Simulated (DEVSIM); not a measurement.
Structure: W/Si3N4/p-Si capacitor, at 250 K.

Layer 1 from the left is Si3N4, thickness (nm) 26.0. Layer 2 from the left is Si, thickness (nm) 870, Na (cm⁻³) 4.4e17.

Metal gate on the left, work function 4.6 eV. Fixed charge at the semiconductor interface 2.2e10 cm⁻² (in units of +e); no interface traps.

The device is made up for the run: typed textbook-type constants, with dimensions and the other settings drawn at random. Values at 300 K; Nc and Nv go as T^1.5, mobilities as T to minus their exponent, the gap by Varshni's rule with the affinity fixed.

Si3N4: gap (eV) 5.1, affinity (eV) 2.1, permittivity 7.5. Si: gap (eV) 1.124, affinity (eV) 4.05, permittivity 11.7, Nc (cm⁻³) 2.86e19, Nv (cm⁻³) 3.1e19, Varshni α (eV/K) 0.000473, Varshni β (K) 636.

DEVSIM, 1D Poisson equation in equilibrium, Boltzmann statistics, complete ionisation; no quantum confinement or tunnelling. Metal contacts follow the ideal Schottky-Mott rule: no Fermi-level pinning, no interface dipoles.

**Question.** What does the simulation give for the flat-band voltage, the minimum of the low-frequency capacitance?

**Answer.** flat-band voltage -0.51 V; minimum of the low-frequency capacitance 0.117 μF/cm².
